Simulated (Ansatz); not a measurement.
We consider Bi2O2Te (within 0.1 Å of I4/mmm, No. 139, 5 atoms in the cell; start mp-755419), described by LDA in Ansatz (PAW).

Numerical settings: plane-wave cutoff 520 eV, 14×14×10 k mesh (along the axes of the cell as run), Fermi–Dirac smearing 0.05 eV, scalar-relativistic PAW data made under PBE.

Cell (relaxed at this level):

```
Bi2O2Te
1.0
    3.93553     0.00052    -0.00988
   -0.00049     3.93587    -0.01599
   -1.95230    -1.94469     6.26511
Bi Te O
2 1 2
Direct
  0.65378   0.65337   0.30628
  0.34943   0.34944   0.69733
  0.00153   0.00156   0.00182
  0.75151   0.25157   0.50178
  0.25158   0.75146   0.50184
```

Task: Give the computed bulk modulus.

Result: 
bulk modulus: 83.4 GPa

The run finds no gap.

Note: the bulk modulus is −V dP/dV from two relaxed cells at ±2 % in volume.

Spin–orbit coupling is not included; it can open a gap where bands touch, and shift volumes and moduli.

Computed values are for the static lattice.

A start named mp-… is a Materials Project structure, which need not be a measured phase.

Ansatz is a quantum-chemistry and plane-wave program.
